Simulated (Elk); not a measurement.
**Worked example: self-consistent single point of CuAu (P4/mmm, 2 atoms in the cell) in Elk**

Method of the run: PBE, all-electron FP-LAPW, Elk's shipped species files, default APW+lo basis (Elk).

Input:

```
tasks
  0

xctype
  20

rmtscf
  0.88

stype
  0

swidth
  0.00499791

maxscl
  100

scale
  1.889726125

avec
    2.7802880000    0.0000000000    0.0000000000
    0.0000000000    2.7802880000    0.0000000000
    0.0000000000    0.0000000000    3.4931440000

atoms
  2
  'Cu.in'
  1
  0.5000000000  0.5000000000  0.5000000000    0.0 0.0 0.0
  'Au.in'
  1
  0.0000000000  0.0000000000  0.0000000000    0.0 0.0 0.0

ngridk
  16 16 12
```

Output (repeated stretches shortened):

```
│ Elk code version 10.2.4 │

All units are atomic (Hartree, Bohr, etc.)

│ Ground-state run starting from atomic densities │

Lattice vectors :
   5.253982869       0.000000000       0.000000000
   0.000000000       5.253982869       0.000000000
   0.000000000       0.000000000       6.601085475

Unit cell volume      :    182.2185813
Brillouin zone volume :    1.361278370

Muffin-tin inner radius fraction :   0.1000000000E-01

Nuclei treated as point charges

Species :    1 (Cu)
 parameters loaded from : Cu.in
 name : copper
 nuclear charge    :   -29.00000000
 electronic charge :    29.00000000
 atomic mass :    115837.2717
 muffin-tin radius :    2.112000000
 number of radial points in muffin-tin :    497
 atomic positions (lattice), magnetic fields (Cartesian) :
   1 :   0.00000000  0.00000000  0.00000000    0.00000000  0.00000000  0.00000000

Species :    2 (Au)
 parameters loaded from : Au.in
 name : gold
 nuclear charge    :   -79.00000000
 electronic charge :    79.00000000
 atomic mass :    359048.0559
 muffin-tin radius :    2.464000000
 number of radial points in muffin-tin :    697
 atomic positions (lattice), magnetic fields (Cartesian) :
   1 :   0.50000000  0.50000000  0.50000000    0.00000000  0.00000000  0.00000000

Total number of atoms per unit cell :    2

Spin treatment :
 spin-unpolarised

Number of Bravais lattice symmetries :   16
Number of crystal symmetries         :   16
Crystal has inversion symmetry
Real symmetric eigensolver will be used

k-point grid :     16    16    12
k-point offset :    0.000000000       0.000000000       0.000000000
k-point set is reduced with full crystal symmetry group
Total number of k-points :      315

Muffin-tin radius times maximum |G+k| :    7.000000000
 using average radius
Maximum |G+k| for APW functions       :    3.059440559
Maximum (1/2)|G+k|²                   :    4.680088268
Maximum |G| for potential and density :    12.00000000
 potential will be trimmed for |G| > 2 gkmax
Constant for pseudocharge density :    7
Radial integration step length :    4

G-vector grid sizes :     21    21    27
Number of G-vectors :     5285

Maximum angular momentum used for
 APW functions                      :    8
 outer part of muffin-tin           :    6
 inner part of muffin-tin           :    1

Total nuclear charge    :   -108.0000000
Total core charge       :    60.00000000
Total valence charge    :    48.00000000
Total excess charge     :    0.000000000
Total electronic charge :    108.0000000

Effective Wigner radius, rₛ :   0.7385163231

Number of empty states         :    8
Total number of valence states :   32
Total number of core states    :   60

Total number of local-orbitals :   48

Exchange-correlation functional :     20     0     0
 Perdew-Burke-Ernzerhof, Phys. Rev. Lett. 77, 3865 (1996)
 gradient requirement :    1
 generalised gradient approximation (GGA)

Smearing type :    0
 Gaussian
Smearing width :   0.4997910000E-02
Effective electronic temperature (K) :    1578.215154

Mixing type :    3
 Broyden mixing, J. Phys. A: Math. Gen. 17, L317 (1984)

Kohn-Sham potential initialised from atomic data

│ Self-consistent loop started │
│ Loop number : 1 │
 total energy                :     -20687.3942553
│ Loop number : 2 │
 total energy                :     -20688.1630341
RMS change in Kohn-Sham potential (target) :   0.3256255139     (  0.1000000000E-05)
Absolute change in total energy (target)   :   0.7687787422     (  0.1000000000E-03)
│ Loop number : 3 │
 total energy                :     -20689.1696254
RMS change in Kohn-Sham potential (target) :   0.3197416709     (  0.1000000000E-05)
Absolute change in total energy (target)   :    1.198786027     (  0.1000000000E-03)
│ Loop number : 4 │
 total energy                :     -20691.1083714
RMS change in Kohn-Sham potential (target) :   0.2763833691     (  0.1000000000E-05)
Absolute change in total energy (target)   :    2.238442472     (  0.1000000000E-03)
│ Loop number : 5 │
 total energy                :     -20693.1938957
RMS change in Kohn-Sham potential (target) :   0.2311106130     (  0.1000000000E-05)
Absolute change in total energy (target)   :    2.645134936     (  0.1000000000E-03)
│ Loop number : 6 │
 total energy                :     -20698.4989348
RMS change in Kohn-Sham potential (target) :   0.1089575774     (  0.1000000000E-05)
Absolute change in total energy (target)   :    5.966322856     (  0.1000000000E-03)
│ Loop number : 7 │
 total energy                :     -20703.1333448
RMS change in Kohn-Sham potential (target) :   0.1023317231E-01 (  0.1000000000E-05)
Absolute change in total energy (target)   :    6.125990663     (  0.1000000000E-03)
│ Loop number : 8 │
 total energy                :     -20703.0668397
RMS change in Kohn-Sham potential (target) :   0.2944325833E-02 (  0.1000000000E-05)
Absolute change in total energy (target)   :    1.464992629     (  0.1000000000E-03)
│ Loop number : 9 │
 total energy                :     -20703.0900494
RMS change in Kohn-Sham potential (target) :   0.1006149352E-02 (  0.1000000000E-05)
Absolute change in total energy (target)   :   0.3894577703     (  0.1000000000E-03)
│ Loop number : 10 │
 total energy                :     -20703.1168563
RMS change in Kohn-Sham potential (target) :   0.1988871509E-03 (  0.1000000000E-05)
Absolute change in total energy (target)   :   0.1241713490     (  0.1000000000E-03)
│ Loop number : 11 │
 total energy                :     -20703.1177319
RMS change in Kohn-Sham potential (target) :   0.5643606122E-04 (  0.1000000000E-05)
Absolute change in total energy (target)   :   0.3191852821E-01 (  0.1000000000E-03)
│ Loop number : 12 │
 total energy                :     -20703.1140025
RMS change in Kohn-Sham potential (target) :   0.2308893445E-04 (  0.1000000000E-05)
Absolute change in total energy (target)   :   0.4250222104E-02 (  0.1000000000E-03)
│ Loop number : 13 │
 total energy                :     -20703.1122410
RMS change in Kohn-Sham potential (target) :   0.7622198784E-05 (  0.1000000000E-05)
Absolute change in total energy (target)   :   0.6989576359E-03 (  0.1000000000E-03)
│ Loop number : 14 │
 total energy                :     -20703.1112680
RMS change in Kohn-Sham potential (target) :   0.2306944031E-05 (  0.1000000000E-05)
Absolute change in total energy (target)   :   0.1147722298E-02 (  0.1000000000E-03)
│ Loop number : 15 │
 total energy                :     -20703.1111566
RMS change in Kohn-Sham potential (target) :   0.5465621699E-06 (  0.1000000000E-05)
Absolute change in total energy (target)   :   0.3983783499E-03 (  0.1000000000E-03)
│ Loop number : 16 │
 total energy                :     -20703.1111178
RMS change in Kohn-Sham potential (target) :   0.2523955637E-06 (  0.1000000000E-05)
Absolute change in total energy (target)   :   0.1384333191E-03 (  0.1000000000E-03)
│ Loop number : 17 │
 total energy                :     -20703.1111072
RMS change in Kohn-Sham potential (target) :   0.1297930551E-06 (  0.1000000000E-05)
Absolute change in total energy (target)   :   0.4521161100E-04 (  0.1000000000E-03)
Convergence targets achieved

│ Loop number : 18 │

Energies :
 Fermi                       :     0.367155827463
 sum of eigenvalues          :     -12657.9888258
 electron kinetic            :      23570.9298341
 core electron kinetic       :      22502.5906895
 Coulomb                     :     -43840.6399470
 Coulomb potential           :     -35662.4979170
 nuclear-nuclear             :     -1670.03326062
 electron-nuclear            :     -48678.7154558
 Hartree                     :      6508.10876939
 Madelung                    :     -26009.3909885
 xc potential                :     -566.420742876
 exchange                    :     -427.167491258
 correlation                 :     -6.23349498126
 total energy                :     -20703.1110992

Density of states at Fermi energy :    14.05502553
 (states/Hartree/unit cell)

Estimated indirect band gap :   0.1366598029E-02
 from k-point    159 to k-point    131
Estimated direct band gap   :   0.7334848022E-02
 at k-point    293

Charges :
 core                        :    60.00000000
 valence                     :    48.00000000
 interstitial                :    2.926918988
 muffin-tins (core leakage)
  species :    1 (Cu)
   atom    1                 :    27.62066608     (  0.8080206092E-03)
  species :    2 (Au)
   atom    1                 :    77.45241493     (  0.6052851877E-03)
 total in muffin-tins        :    105.0730810
 total calculated charge     :    107.9921985
 total charge                :    108.0000000
 error                       :   0.7801528307E-02

│ Self-consistent loop stopped │
```

The run converged in 18 iterations. The count includes the last loop, which Elk runs after its targets are met.

The starting cell comes from a database of computed structures (which also holds hypothetical and non-ambient phases and stackings), without a prior relaxation at this level. Its lattice was rescaled by a random factor within 2.5 % of one. Spin-orbit coupling is off. Spin polarisation is off. Values depend on the basis (sphere radii, cutoffs, local orbitals), which need not be converged. The log's line on a gap gives a spacing of levels on this mesh, which the program prints for metals too.

Cost on one core of a shared machine: roughly 80 s.
